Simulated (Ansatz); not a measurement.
The cell is made up: elements placed on another compound's structure type, so the phase may be hypothetical.

Consider the following.

```
AlN
1.0
    5.33957     0.00000     0.00000
    0.00000     5.33957     0.00000
    0.00000     0.00000     5.33957
Al N
6 6
Cartesian
  4.00467   0.00000   2.66978
  2.66978   4.00467   0.00000
  2.66978   1.33489   0.00000
  1.33489   0.00000   2.66978
  0.00000   2.66978   4.00467
  0.00000   2.66978   1.33489
  4.00467   2.66978   0.00000
  0.00000   4.00467   2.66978
  0.00000   1.33489   2.66978
  1.33489   2.66978   0.00000
  2.66978   0.00000   4.00467
  2.66978   0.00000   1.33489
```

Space group of this cell: Pm-3n. The cell was relaxed by PBE-D3(BJ); by r2SCAN its mean pressure is -1.0 GPa.

Transport runs along the normal of the first two printed cell vectors.

No gap correction and no spin-orbit coupling; mid-gap values are interpolated between computed energies.

Q: State the band gap and the smallest decay constant κ at mid-gap according to r2SCAN run with Ansatz (a first-principles code).

A: Gap 3.00 eV on a 6×6×6 mesh; κ = 0.262 1/Å, at the zone centre.
